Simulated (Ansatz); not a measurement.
Electronic density of states of amorphous C₅₂W₆, density 4.20 g/cm³, on a 2×2×2 Γ-centred mesh with a Gaussian width of 0.1 eV; energies count from the Fermi level. Cell and mesh are small, so fine structure isn't converged. The numbers are results of PBE, scalar-relativistic without spin-orbit coupling (plane waves to 420 eV, PAW; Ansatz, a first-principles code), not measurements. Sampling: a 2×2×2 Γ-centred mesh; Fermi-Dirac width 0.05 eV; no spin polarisation. The levels at the Fermi energy are partly filled. A closed spacing in one fast-quenched cell at PBE doesn't show the material to be a metal.

A CHGNet melt-quench gave the starting glass, which DFT then relaxed. The hot cell started wider than the set density and was brought back towards it in steps. It is the lowest in DFT energy of 2 quenches. It is a model cell: composition and starting density were chosen by hand, and all elements were melted together. No dispersion term was used. Its density started from a set value of 4.20 and ended at 4.20 g/cm³. The simulated quench (nominally 660 K/ps over its main leg) is rapid and tends to freeze in more defects than a deposited or slowly cooled glass has. Values belong to this one cell and scatter from quench to quench. The volume was held where the preparation left it, at a PBE pressure of -3.1 GPa (tension). Stress components on the final sampling reach 4.6 GPa. On a 2×2×2 Γ-centred mesh force components of up to 0.36 eV/Å stay, since the relaxation ran on one k-point at (1/4, 1/4, 1/4).

```
E - EF (eV)  states/(eV atom)
-----------  ----------------
-12.00                   0.12
-11.90                   0.12
-11.80                   0.11
-11.70                   0.09
-11.60                   0.13
-11.50                   0.18
-11.40                   0.21
-11.30                   0.17
-11.20                   0.14
-11.10                   0.12
-11.00                   0.12
-10.90                   0.15
-10.80                   0.15
-10.70                   0.13
-10.60                   0.10
-10.50                   0.14
-10.40                   0.17
-10.30                   0.14
-10.20                   0.17
-10.10                   0.15
-10.00                   0.14
-9.90                    0.18
-9.80                    0.19
-9.70                    0.16
-9.60                    0.15
-9.50                    0.17
-9.40                    0.19
-9.30                    0.21
-9.20                    0.20
-9.10                    0.15
-9.00                    0.14
-8.90                    0.19
-8.80                    0.22
-8.70                    0.20
-8.60                    0.23
-8.50                    0.29
-8.40                    0.23
-8.30                    0.19
-8.20                    0.21
-8.10                    0.22
-8.00                    0.21
-7.90                    0.19
-7.80                    0.17
-7.70                    0.18
-7.60                    0.20
-7.50                    0.24
-7.40                    0.36
-7.30                    0.37
-7.20                    0.30
-7.10                    0.30
-7.00                    0.32
-6.90                    0.28
-6.80                    0.30
-6.70                    0.36
-6.60                    0.34
-6.50                    0.37
-6.40                    0.38
-6.30                    0.35
-6.20                    0.33
-6.10                    0.31
-6.00                    0.32
-5.90                    0.38
-5.80                    0.46
-5.70                    0.46
-5.60                    0.40
-5.50                    0.39
-5.40                    0.37
-5.30                    0.36
-5.20                    0.32
-5.10                    0.32
-5.00                    0.38
-4.90                    0.40
-4.80                    0.41
-4.70                    0.40
-4.60                    0.36
-4.50                    0.37
-4.40                    0.39
-4.30                    0.42
-4.20                    0.39
-4.10                    0.36
-4.00                    0.36
-3.90                    0.36
-3.80                    0.42
-3.70                    0.39
-3.60                    0.37
-3.50                    0.35
-3.40                    0.36
-3.30                    0.35
-3.20                    0.36
-3.10                    0.36
-3.00                    0.40
-2.90                    0.37
-2.80                    0.38
-2.70                    0.36
-2.60                    0.32
-2.50                    0.33
-2.40                    0.33
-2.30                    0.34
-2.20                    0.29
-2.10                    0.22
-2.00                    0.22
-1.90                    0.26
-1.80                    0.29
-1.70                    0.29
-1.60                    0.29
-1.50                    0.27
-1.40                    0.25
-1.30                    0.27
-1.20                    0.26
-1.10                    0.25
-1.00                    0.23
-0.90                    0.21
-0.80                    0.22
-0.70                    0.22
-0.60                    0.20
-0.50                    0.23
-0.40                    0.22
-0.30                    0.23
-0.20                    0.19
-0.10                    0.18
0.00                     0.20
0.10                     0.19
0.20                     0.19
0.30                     0.22
0.40                     0.22
0.50                     0.24
0.60                     0.29
0.70                     0.25
0.80                     0.21
0.90                     0.24
1.00                     0.23
1.10                     0.23
1.20                     0.24
1.30                     0.31
1.40                     0.36
1.50                     0.28
1.60                     0.23
1.70                     0.25
1.80                     0.28
1.90                     0.28
2.00                     0.23
2.10                     0.22
2.20                     0.28
2.30                     0.26
2.40                     0.24
2.50                     0.30
2.60                     0.28
2.70                     0.25
2.80                     0.25
2.90                     0.28
3.00                     0.28
3.10                     0.25
3.20                     0.24
3.30                     0.26
```
